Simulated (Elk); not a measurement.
# Worked example: self-consistent single point of LaSi2 (I4_1/amd, 6 atoms in the cell) in Elk

Level of theory: PBEsol, all-electron FP-LAPW, Elk's shipped species files, APW+lo basis with extra local orbitals in Elk 10.2.4.

This input was run:

```
tasks
  0

xctype
  22

rgkmax
  7.5

gmaxvr
  14.0

nxlo
  2

lorbcnd
  .true.

rmtscf
  0.94

lmaxi
  3

stype
  3

swidth
  0.00367493

avec
   -4.1463803709    4.1463803709   12.8597469048
    4.1463803709   -4.1463803709   12.8597469048
    4.1463803709    4.1463803709  -12.8597469048

sppath
  'species/'

atoms
  2   : nspecies
  'La.in'   : spfname
  2   : natoms; atposl, bfcmt below
  0.5000000000  0.5000000000  0.0000000000    0.0 0.0 0.0
  0.2500000000  0.7500000000  0.5000000000    0.0 0.0 0.0
  'Si.in'   : spfname
  4   : natoms; atposl, bfcmt below
  0.8357700000  0.3357700000  0.5000000000    0.0 0.0 0.0
  0.0857700000  0.0857700000  0.0000000000    0.0 0.0 0.0
  0.9142300000  0.9142300000  0.0000000000    0.0 0.0 0.0
  0.6642300000  0.1642300000  0.5000000000    0.0 0.0 0.0

ngridk
  7 7 7
```

Output, abridged:

```
│ Elk code version 10.2.4 │

All units are atomic (Hartree, Bohr, etc.)

│ Ground-state run starting from atomic densities │

Lattice vectors :
  -4.146380371       4.146380371       12.85974690
   4.146380371      -4.146380371       12.85974690
   4.146380371       4.146380371      -12.85974690

Unit cell volume      :    884.3632607
Brillouin zone volume :   0.2804845299

Muffin-tin inner radius fraction :   0.1000000000E-01

Nuclei treated as point charges

Species :    1 (La)
 parameters loaded from : La.in
 name : lanthanum
 nuclear charge    :   -57.00000000
 electronic charge :    57.00000000
 atomic mass :    253209.2364
 muffin-tin radius :    2.632000000
 number of radial points in muffin-tin :    697
 atomic positions (lattice), magnetic fields (Cartesian) :
   1 :   0.12500000  0.37500000  0.25000000    0.00000000  0.00000000  0.00000000
   2 :  -0.12500000 -0.37500000 -0.25000000    0.00000000  0.00000000  0.00000000

Species :    2 (Si)
 parameters loaded from : Si.in
 name : silicon
 nuclear charge    :   -14.00000000
 electronic charge :    14.00000000
 atomic mass :    51196.73454
 muffin-tin radius :    2.068000000
 number of radial points in muffin-tin :    397
 atomic positions (lattice), magnetic fields (Cartesian) :
   1 :   0.46077000  0.21077000 -0.25000000    0.00000000  0.00000000  0.00000000
   2 :  -0.28923000 -0.03923000  0.25000000    0.00000000  0.00000000  0.00000000
   3 :  -0.46077000 -0.21077000  0.25000000    0.00000000  0.00000000  0.00000000
   4 :   0.28923000  0.03923000 -0.25000000    0.00000000  0.00000000  0.00000000

Total number of atoms per unit cell :    6

Spin treatment :
 spin-unpolarised

Number of Bravais lattice symmetries :   16
Number of crystal symmetries         :   16
Crystal has inversion symmetry
Real symmetric eigensolver will be used

k-point grid :      7     7     7
k-point offset :    0.000000000       0.000000000       0.000000000
k-point set is reduced with full crystal symmetry group
Total number of k-points :       40

Muffin-tin radius times maximum |G+k| :    7.500000000
 using average radius
Maximum |G+k| for APW functions       :    3.324468085
Maximum (1/2)|G+k|²                   :    5.526044024
Maximum |G| for potential and density :    14.00000000
 potential will be trimmed for |G| > 2 gkmax
Constant for pseudocharge density :    9
Radial integration step length :    4

G-vector grid sizes :     63    63    63
Number of G-vectors :    40961

Maximum angular momentum used for
 APW functions                      :    8
 outer part of muffin-tin           :    6
 inner part of muffin-tin           :    3

Total nuclear charge    :   -170.0000000
Total core charge       :    132.0000000
Total valence charge    :    38.00000000
Total excess charge     :    0.000000000
Total electronic charge :    170.0000000

Effective Wigner radius, rₛ :    1.074890903

Number of empty states         :   24
Total number of valence states :   43
Total number of core states    :  132

Conduction state local-orbitals added automatically
Total number of local-orbitals :  416

Exchange-correlation functional :     22     0     0
 PBEsol, Phys. Rev. Lett. 100, 136406 (2008)
 gradient requirement :    1
 generalised gradient approximation (GGA)

Smearing type :    3
 Fermi-Dirac
Smearing width :   0.3674930000E-02
Effective electronic temperature (K) :    1160.451112

Mixing type :    3
 Broyden mixing, J. Phys. A: Math. Gen. 17, L317 (1984)

Kohn-Sham potential initialised from atomic data

│ Self-consistent loop started │
│ Loop number : 1 │
 total energy                :     -18161.4232637
│ Loop number : 2 │
 total energy                :     -18161.4055708
RMS change in Kohn-Sham potential (target) :   0.3559354693     (  0.1000000000E-05)
Absolute change in total energy (target)   :   0.1769294169E-01 (  0.1000000000E-03)
│ Loop number : 3 │
 total energy                :     -18156.9609260
RMS change in Kohn-Sham potential (target) :   0.2666410033     (  0.1000000000E-05)
Absolute change in total energy (target)   :    4.449068019     (  0.1000000000E-03)
│ Loop number : 4 │
 total energy                :     -18150.7902713
RMS change in Kohn-Sham potential (target) :   0.9521496856E-01 (  0.1000000000E-05)
Absolute change in total energy (target)   :    7.282921684     (  0.1000000000E-03)
│ Loop number : 5 │
 total energy                :     -18148.1519957
RMS change in Kohn-Sham potential (target) :   0.2535174752E-01 (  0.1000000000E-05)
Absolute change in total energy (target)   :    4.459006076     (  0.1000000000E-03)
│ Loop number : 6 │
 total energy                :     -18147.3800550
RMS change in Kohn-Sham potential (target) :   0.5236517205E-02 (  0.1000000000E-05)
Absolute change in total energy (target)   :    1.886692154     (  0.1000000000E-03)
│ Loop number : 7 │
 total energy                :     -18147.1758121
RMS change in Kohn-Sham potential (target) :   0.4004810130E-03 (  0.1000000000E-05)
Absolute change in total energy (target)   :   0.6759159674     (  0.1000000000E-03)
│ Loop number : 8 │
 total energy                :     -18147.1727091
RMS change in Kohn-Sham potential (target) :   0.2154340083E-03 (  0.1000000000E-05)
Absolute change in total energy (target)   :   0.1720820435     (  0.1000000000E-03)
│ Loop number : 9 │
 total energy                :     -18147.1654992
RMS change in Kohn-Sham potential (target) :   0.4533075429E-04 (  0.1000000000E-05)
Absolute change in total energy (target)   :   0.5023033826E-01 (  0.1000000000E-03)
│ Loop number : 10 │
 total energy                :     -18147.1672769
RMS change in Kohn-Sham potential (target) :   0.1349667536E-04 (  0.1000000000E-05)
Absolute change in total energy (target)   :   0.1077991977E-01 (  0.1000000000E-03)
│ Loop number : 11 │
 total energy                :     -18147.1661983
RMS change in Kohn-Sham potential (target) :   0.1966346270E-05 (  0.1000000000E-05)
Absolute change in total energy (target)   :   0.3773562952E-02 (  0.1000000000E-03)
│ Loop number : 12 │
 total energy                :     -18147.1662339
RMS change in Kohn-Sham potential (target) :   0.9061482983E-06 (  0.1000000000E-05)
Absolute change in total energy (target)   :   0.9078321309E-03 (  0.1000000000E-03)
│ Loop number : 13 │
 total energy                :     -18147.1660552
RMS change in Kohn-Sham potential (target) :   0.1737665293E-06 (  0.1000000000E-05)
Absolute change in total energy (target)   :   0.4055966274E-03 (  0.1000000000E-03)
│ Loop number : 14 │
 total energy                :     -18147.1660237
RMS change in Kohn-Sham potential (target) :   0.2647270570E-07 (  0.1000000000E-05)
Absolute change in total energy (target)   :   0.1329300030E-03 (  0.1000000000E-03)
│ Loop number : 15 │
 total energy                :     -18147.1660203
RMS change in Kohn-Sham potential (target) :   0.1099549836E-07 (  0.1000000000E-05)
Absolute change in total energy (target)   :   0.3667852070E-04 (  0.1000000000E-03)
Convergence targets achieved

│ Loop number : 16 │

Energies :
 Fermi                       :     0.344777665310
 sum of eigenvalues          :     -11102.0468632
 electron kinetic            :      19339.4300522
 core electron kinetic       :      19208.3751269
 Coulomb                     :     -37003.2961788
 Coulomb potential           :     -29806.8140268
 nuclear-nuclear             :     -1456.16886473
 electron-nuclear            :     -41287.4406014
 Hartree                     :      5740.31328733
 Madelung                    :     -22099.8891654
 xc potential                :     -634.662888577
 exchange                    :     -473.725570926
 correlation                 :     -9.57100808573
 electron entropic           :    -0.331406523902E-02
 total energy                :     -18147.1660198

Density of states at Fermi energy :    74.92717506
 (states/Hartree/unit cell)

Estimated indirect band gap :   0.2689995706E-03
 from k-point     19 to k-point      5
Estimated direct band gap   :   0.6548554899E-02
 at k-point      5

Charges :
 core                        :    132.0000000
 valence                     :    38.00000000
 interstitial                :    13.91623399
 muffin-tins (core leakage)
  species :    1 (La)
   atom    1                 :    54.23597617     (  0.5554738470E-03)
   atom    2                 :    54.23597617     (  0.5554738470E-03)
  species :    2 (Si)
   atom    1                 :    11.90295342     (  0.2639902532E-02)
   atom    2                 :    11.90295342     (  0.2639902532E-02)
   atom    3                 :    11.90295342     (  0.2639902532E-02)
   atom    4                 :    11.90295342     (  0.2639902532E-02)
 total in muffin-tins        :    156.0837660
 total calculated charge     :    169.9839437
 total charge                :    170.0000000
 error                       :   0.1605625935E-01

│ Self-consistent loop stopped │
```

The run converged in 16 iterations. The count includes the last loop, which Elk runs after its targets are met.

The starting cell comes from a database of computed structures (which also holds hypothetical and non-ambient phases and stackings), without a prior relaxation at this level. Values depend on the basis (sphere radii, cutoffs, local orbitals), which need not be converged. The log's line on a gap gives a spacing of levels on this mesh, which the program prints for metals too.

Cost on one core of a shared machine: roughly 3 min.
